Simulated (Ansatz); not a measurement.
# How the bulk modulus of RuC (model structure, started from the CsCl type, Pm-3m, No. 221, 2 atoms in the cell) moves with the method

No measured value is used here.

| level (code) | value (GPa) | cell (Å³/atom) |
|---|---|---|
| LDA (Ansatz) | 398 | 8.97 |
| PBE (Ansatz) | 344 | 9.41 |
| PBEsol (Ansatz) | 379 | 9.13 |

LDA, PBE, PBEsol: the run has no spin polarisation, so it can have missed a magnetic state. LDA, PBE, PBEsol: the bulk modulus is −V dP/dV from two relaxed cells at ±2 % in volume. Each level is taken at its own relaxed cell. Ansatz's density-functional and Hartree–Fock values are scalar-relativistic unless marked +SOC, with PAW data made under PBE.

A model structure was made by putting elements into a prototype or built by hand; it is no filed structure, need not be a known phase, and can be a saddle point held by its symmetry.

Ansatz is an electronic-structure program.
